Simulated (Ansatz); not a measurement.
Worked example: self-consistent single point of TaCu₃Se₃S (R3m, 8 atoms in the cell) in Ansatz (a program for electronic structure).

Method: PBEsol, harder PAW files (source: ansatz) made with PBE (plane waves; Ansatz).

```
TaCu3Se3S
1.0
    3.97379     2.29427     3.29581
   -3.97379     2.29427     3.29581
    0.00000    -4.58854     3.29581
Ta Cu Se S
1 3 3 1
Direct
  0.00459   0.00459   0.00459
  0.49765   0.00630   0.00630
  0.00630   0.49765   0.00630
  0.00630   0.00630   0.49765
  0.75035   0.75035   0.25581
  0.25581   0.75035   0.75035
  0.75035   0.25581   0.75035
  0.23372   0.23372   0.23372
```

Reference input (self-consistent single point, DFT, PBEsol, plane waves, default PAW files made with PBE): basis.ecutwfc = 420 eV; kpoints.mp_grid.grid = 3 3 3; hamiltonian.xc = pbesol; hamiltonian.pseudopotentials = {kind: paw} (the program's default PAW files); scf.occupations.method = fixed. This run's input differs from it in these lines:

Ansatz 0.2 input:
```diff
@@ -15,3 +15,3 @@
 basis:
-  ecutwfc: 420.0
+  ecutwfc: 700.0
 kpoints:
@@ -23,2 +23,3 @@
     kind: paw
+    source: ansatz
 scf:
```

The program printed (abridged):

```
SCF iter   1: F=—  HF=-53596.587443 eV  |F-HF|=—  |Δ(HF+E_count)|=         —  Δρ=1.33e-1  dr2=9.43e1  ethr=3.10e-3  ⟨swp⟩=4.5  Hψ=1573  notcnv=0  defer=69
all-band conjugate gradients solve this SCF's bands
   [... lines left out ...]
SCF iter  11: F=—  HF=-53583.141927 eV  |F-HF|=—  |Δ(HF+E_count)|=   5.70e-4  Δρ=2.41e-5  dr2=2.82e-6  ethr=1.54e-8  ⟨swp⟩=2.0  Hψ=634  notcnv=0  defer=43
SCF iter  12: F=—  HF=-53583.141929 eV  |F-HF|=—  |Δ(HF+E_count)|=   1.81e-6  Δρ=1.25e-5  dr2=5.28e-7  ethr=2.04e-9  ⟨swp⟩=2.0  Hψ=641  notcnv=0  defer=43
SCF iter  13: F=—  HF=-53583.141929 eV  |F-HF|=—  |Δ(HF+E_count)|=   2.94e-7  Δρ=9.92e-6  dr2=1.73e-7  ethr=7.25e-11  ⟨swp⟩=14.0  Hψ=2984  notcnv=0
SCF iter  14: F=-53583.141929 eV  HF=-53583.141929 eV  |F-HF|=1.78e-8  |Δ(HF+E_count)|=   1.23e-8  Δρ=3.42e-6  dr2=2.12e-8  ethr=7.25e-11  ⟨swp⟩=4.0  Hψ=1692  notcnv=0
SCF 1 converged in 14 iterations: F = -53583.141929 eV  dr2 = 2.12e-8
Free energy (F): -53583.141929 eV
Internal energy: -53583.141929 eV  (E = F + TS)
E sigma→0 (E₀):  -53583.141929 eV
Fermi energy:    8.444637 eV
--- Forces (eV/Å), atoms counted from 1 ---
  atom   1  Ta     0.00000000     0.00000006    -1.23983900
  atom   2  Cu     0.07344818     0.04240533    -0.00130340
  atom   3  Cu    -0.07344818     0.04240533    -0.00130340
  atom   4  Cu    -0.00000000    -0.08481065    -0.00130340
  atom   5  Se     0.00000000     0.37365414     0.24596234
  atom   6  Se    -0.32359399    -0.18682709     0.24596232
  atom   7  Se     0.32359399    -0.18682709     0.24596232
  atom   8  S     -0.00000000    -0.00000003     0.50584146
--- Stress (GPa, compression-positive) ---
       -3.150389      -0.000000       0.000000
       -0.000000      -3.150389      -0.000000
        0.000000      -0.000000      -1.205935
  P = ⅓ Tr σ = -2.5022 GPa (-25.022 kbar)
  The stress holds the Pulay correction. Without it, at fixed plane waves, as pw.x and ABINIT print it: P = -2.5063 GPa
```

The run converged in 14 iterations. Against the reference run the pressure hardly changes (-2.51 to -2.50 GPa), the largest force goes from 1.250 to 1.240 eV/Å and the gap on the mesh moves little (1.962 to 1.960 eV). The full log also holds: “WARN: iter 1: σ=0 fill of 69 bands saw a band overlap (occupied 8.7981 eV > unoccupied 8.6807 eV) — on an unconverged iterate often a transient of an (band_overlap_at_count)”.

The starting cell comes from a database of computed structures (which also holds hypothetical and non-ambient phases and stackings), without a prior relaxation at this level. Its lattice was rescaled by up to half a per cent. One atom was moved a little off its site on purpose. Spin-orbit coupling is off. Forces in this geometry exceed 1 eV/Å. Ansatz's pressure includes its estimate of the finite-basis (Pulay) stress.
